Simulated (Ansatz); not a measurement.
```xyz
5
Lattice="6.2236 0.0000 0.0000 0.0000 6.2236 0.0000 0.0000 0.0000 6.2236" Properties=species:S:1:pos:R:3 pbc="T T T"
Cs     0.0000     0.0000     0.0000
Sn     3.1118     3.1118     3.1118
I      0.0000     3.1118     3.1118
I      3.1118     3.1118     0.0000
I      3.1118     0.0000     3.1118
```

No spin polarisation.

Electron doping at 3.0×10^21 cm⁻³ (0.723 per cell), with a uniform compensating background at fixed cell and a 300 K Fermi–Dirac width.

All numbers come from Ansatz (a program for electronic structure) r2SCAN, no SOC. k-mesh 8×8×8 (Γ-centred); smearing 0.0259 eV (Fermi–Dirac).

Q: Predict the gap character, Fermi level from band edge and gap between the host's bands.

A: 
* **Gap character**: direct at R
* **Fermi level relative to the doped band's edge (positive inside the band; to 0.05 eV)**: +0.70 eV
* **Gap between the host's bands**: 0.51 eV

Carriers are added with a uniform compensating background; total energy and stress of such cells depend on the potential's zero and are not compared; many-body gap narrowing is missing at this level. Spin-orbit coupling, missing from the scalar runs, can matter with I. Stability against distortions was not tested. The cell was made from CsSnI$_{3}$ in the cubic perovskite structure (space group Pm-3m, No. 221) by this change: electrons 3.0×10^21 cm⁻³. Many cubic perovskites are stable only at high temperature; tilts and polar distortions were not tested.
